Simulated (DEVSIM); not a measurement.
System: Mo/Al2O3/n-Ge capacitor, at 350 K.

```
layer (left to right)  material  thickness (nm)  Nd (cm⁻³)
---------------------  --------  --------------  ---------
1                         Al2O3            9.90          -
2                            Ge            1300       2e17
```

Metal gate on the left, work function 4.6 eV. Fixed charge at the semiconductor interface 0 cm⁻² (in units of +e); no interface traps.

This is a model device: material constants are rounded textbook-type values typed into the input, and sizes, dopings and lifetimes were drawn at random. Values at 300 K; Nc and Nv go as T^1.5, mobilities as T to minus their exponent, the gap by Varshni's rule with the affinity fixed.

```csv
parameter,Al2O3,Ge
gap (eV),6.8,0.664
affinity (eV),1.35,4
permittivity,9,16
Nc (cm⁻³),-,1.04e19
Nv (cm⁻³),-,6e18
Varshni α (eV/K),-,0.000477
Varshni β (K),-,235
```

Simulated with DEVSIM: 1D Poisson equation in equilibrium, Boltzmann statistics, complete ionisation; no quantum confinement or tunnelling. Metal contacts follow the ideal Schottky-Mott rule: no Fermi-level pinning, no interface dipoles.

Problem. Tabulate band edges, carrier densities and field at 0.1 V on the gate.

Solution. Energies count from the Fermi level of the right contact; mesh points crowd at the junctions.

| x (μm) | Ec (eV) | Ev (eV) | n (cm⁻³) | p (cm⁻³) | field (V/cm) |
|---|---|---|---|---|---|
| 0.000 | 3.150 | -3.650 | < 1e2 | < 1e2 | -160000 |
| 0.001100 | 3.132 | -3.668 | < 1e2 | < 1e2 | -160000 |
| 0.002992 | 3.102 | -3.699 | < 1e2 | < 1e2 | -160000 |
| 0.006158 | 3.050 | -3.750 | < 1e2 | < 1e2 | -160000 |
| 0.008870 | 3.006 | -3.794 | < 1e2 | < 1e2 | -160000 |
| 0.009940 | 0.339 | -0.305 | 1.7e14 | 3.1e14 | -91000 |
| 0.01119 | 0.328 | -0.316 | 2.5e14 | 2.1e14 | -88000 |
| 0.01527 | 0.294 | -0.350 | 7.6e14 | 6.8e13 | -79000 |
| 0.02202 | 0.246 | -0.399 | 3.8e15 | 1.4e13 | -64000 |
| 0.03578 | 0.178 | -0.466 | 3.6e16 | 1.5e12 | -35000 |
| 0.06378 | 0.132 | -0.512 | 1.6e17 | 3.2e11 | -5000 |
| 0.1556 | 0.126 | -0.518 | 2.0e17 | 2.6e11 | ≈ 0 |
| 0.3076 | 0.126 | -0.518 | 2.0e17 | 2.6e11 | ≈ 0 |
| 0.6170 | 0.126 | -0.518 | 2.0e17 | 2.6e11 | ≈ 0 |
| 1.032 | 0.126 | -0.518 | 2.0e17 | 2.6e11 | ≈ 0 |
| 1.178 | 0.126 | -0.518 | 2.0e17 | 2.6e11 | ≈ 0 |
| 1.246 | 0.126 | -0.518 | 2.0e17 | 2.6e11 | ≈ 0 |
| 1.279 | 0.126 | -0.518 | 2.0e17 | 2.6e11 | ≈ 0 |
| 1.299 | 0.126 | -0.518 | 2.0e17 | 2.6e11 | ≈ 0 |
| 1.305 | 0.126 | -0.518 | 2.0e17 | 2.6e11 | ≈ 0 |
| 1.308 | 0.126 | -0.518 | 2.0e17 | 2.6e11 | ≈ 0 |
| 1.310 | 0.126 | -0.518 | 2.0e17 | 2.6e11 | ≈ 0 |
